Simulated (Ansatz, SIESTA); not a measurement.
**Code comparison for TiO2 (I4_1/amd, 6 atoms in the cell)**

Relaxation of cell and atoms.

```
TiO2
1.0
   -1.89250     1.89250     4.75500
    1.89250    -1.89250     4.75500
    1.89250     1.89250    -4.75500
Ti O
2 4
Direct
  0.75000   0.25000   0.50000
  0.00000   0.00000   0.00000
  0.54200   0.04200   0.50000
  0.79200   0.79200   0.00000
  0.20800   0.20800   0.00000
  0.95800   0.45800   0.50000
```

Shared settings, as Ansatz (a program for electronic structure) writes them: kpoints.mp_grid.grid = 6 6 6; scf.occupations.method = fermi_dirac; scf.occupations.width = 0.05 eV. Potentials and cutoffs stand in the table.

| code | model | final volume (Å³/atom) | gap on the mesh (eV) | cutoff |
|---|---|---|---|---|
| Ansatz | PBE, default PAW files | 11.67 | 2.180 | default |
| SIESTA | GGA PBE, numerical atomic orbitals TZP, PseudoDojo PBE standard norm-conserving potentials (rewritten from UPF to PSML) | 11.52 | 1.987 | grid 400 Ry |

Gaps are read on the mesh.

The spread over the programs that give each value: final volume within 0.15 Å³/atom; gap on the mesh within 0.193 eV.

SIESTA uses small atom-centred bases, whose incompleteness enters pressures, forces and empty levels differently from a plane-wave cutoff. The programs treat the finite-basis stress differently while the cell relaxes: Ansatz adds an estimate of it.

The starting cell has typed, rounded lattice constants, without a prior relaxation at this level.

Keys are those of Ansatz 0.2.
